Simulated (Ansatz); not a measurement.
# BP, pressure series

The parent structure is BP in the zinc blende structure (space group F-43m, No. 216; a = 4.548 Å).

Cell and atoms are relaxed at each pressure.

Computed with Kohn–Sham DFT with the PBE functional, run in Ansatz (a quantum-chemistry and plane-wave program) with PAW and 420 eV plane waves, no spin-orbit coupling.

Notes on the quantities. hole mass: degenerate bands, along [100].

```
variant            smallest direct gap  lattice parameter a                   hole mass  band gap
-----------------  -------------------  -------------------  --------------------------  --------
base                           3.39 eV              4.548 Å  0.26, 0.26, 0.33 mₑ (at Γ)   1.25 eV
pressure −2 GPa                3.38 eV              4.567 Å  0.26, 0.26, 0.33 mₑ (at Γ)   1.27 eV
pressure −1 GPa                3.39 eV              4.558 Å  0.26, 0.26, 0.33 mₑ (at Γ)   1.26 eV
pressure 0.9 GPa               3.40 eV              4.540 Å  0.26, 0.26, 0.34 mₑ (at Γ)   1.24 eV
pressure 2.1 GPa               3.41 eV              4.529 Å  0.26, 0.26, 0.34 mₑ (at Γ)   1.23 eV
pressure 4.5 GPa               3.43 eV              4.508 Å  0.25, 0.25, 0.35 mₑ (at Γ)   1.21 eV
pressure 9 GPa                       …              4.473 Å  0.25, 0.25, 0.36 mₑ (at Γ)   1.17 eV
pressure 15 GPa                      …              4.429 Å  0.25, 0.25, 0.37 mₑ (at Γ)   1.13 eV
pressure 22.5 GPa              3.59 eV              4.381 Å  0.24, 0.24, 0.39 mₑ (at Γ)         …
pressure 30 GPa                3.65 eV              4.338 Å  0.24, 0.24, 0.41 mₑ (at Γ)   1.03 eV
```

Task: Fill in the withheld entries from the trend.

Result: 
- pressure 9 GPa, smallest direct gap: 3.47 eV
- pressure 15 GPa, smallest direct gap: 3.52 eV
- pressure 22.5 GPa, band gap: 1.08 eV

Load acts through the strain it causes; cell and atoms are relaxed under it. Effective masses come from finite differences of ±0.01 Å⁻¹. Stability against distortions was not tested. Competing high-pressure phases were not computed.
